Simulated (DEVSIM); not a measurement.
Structure: Ni/SiO2/p-Si capacitor, at 300 K.

```csv
layer (left to right),material,thickness (nm),Na (cm⁻³)
1,SiO2,11.0,-
2,Si,1100,2.5e17
```

Metal gate on the left, work function 5.1 eV. Fixed charge at the semiconductor interface -5.3e11 cm⁻² (in units of +e); no interface traps.

This is a model device: material constants are rounded textbook-type values typed into the input, and sizes, dopings and lifetimes were drawn at random. Values at 300 K; Nc and Nv go as T^1.5, mobilities as T to minus their exponent, the gap by Varshni's rule with the affinity fixed.

| parameter | SiO2 | Si |
|---|---|---|
| gap (eV) | 9 | 1.124 |
| affinity (eV) | 0.9 | 4.05 |
| permittivity | 3.9 | 11.7 |
| Nc (cm⁻³) | - | 2.86e19 |
| Nv (cm⁻³) | - | 3.1e19 |
| Varshni α (eV/K) | - | 0.000473 |
| Varshni β (K) | - | 636 |

Simulated with DEVSIM: 1D Poisson equation in equilibrium, Boltzmann statistics, complete ionisation; no quantum confinement or tunnelling. Metal contacts follow the ideal Schottky-Mott rule: no Fermi-level pinning, no interface dipoles.

The temperature was swept, all else fixed.

```tsv
temperature (K)	flat-band voltage (V)	minimum of the low-frequency capacitance (μF/cm²)
250	0.28	0.107
300	0.32	0.112
350	0.36	0.115
400	0.41	0.123
450	0.45	0.127
500	0.50	0.135
```

From the first row to the last the flat-band voltage goes from 0.28 to 0.50. From the first row to the last the minimum of the low-frequency capacitance goes from 0.107 to 0.135.
